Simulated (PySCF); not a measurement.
PySCF 2.14.0, WB97X/def2-svp, df: hexafluorodisiloxane (F[Si](F)(F)O[Si](F)(F)F), 9 atoms. The geometry is a generated start, not checked to be a minimum at this level.

```yaml
task: energy
method: wb97x
basis: def2-svp
two_electron_scheme: density fitting
mol.max_memory: 3000 MB
mf.max_cycle: 100
mf.init_guess: minao (default)
mf.DIIS: CDIIS (default)
mf.diis_space: 8 (default)
mf.conv_tol: 1e-09 (default)
mf.grids.level: 3 (default)
basis_functions: 134
grid_points: 138016
```

```xyz
9

F      2.1306     0.3230    -1.1912
Si     1.4827     0.2926     0.2405
F      2.4034    -0.5068     1.2266
F      1.3648     1.7846     0.7247
O      0.0688    -0.4403     0.2189
Si    -1.4657    -0.3733    -0.2005
F     -1.6561     0.0376    -1.7039
F     -2.2505     0.6840     0.6561
F     -2.0780    -1.8013     0.0286
```

One run each on 2 threads, 1 BLAS thread. Values of level_shift (Hartree) tried: 0 (default), 0.1, 0.3, 1.

Problem. Predict the course of the Fock builds along this series.

Solution. Fewest Fock builds, within one of each other: 0 (default) with 12, 0.1 with 12, 0.3 with 13. The count rises to 20 at 1. All converge to one solution.

```json
[
 {"level_shift (Hartree)": "0 (default)", "Fock builds": "12", "end": "same solution"},
 {"level_shift (Hartree)": "0.1", "Fock builds": "12", "end": "same solution"},
 {"level_shift (Hartree)": "0.3", "Fock builds": "13", "end": "same solution"},
 {"level_shift (Hartree)": "1", "Fock builds": "20", "end": "same solution"}
]
```
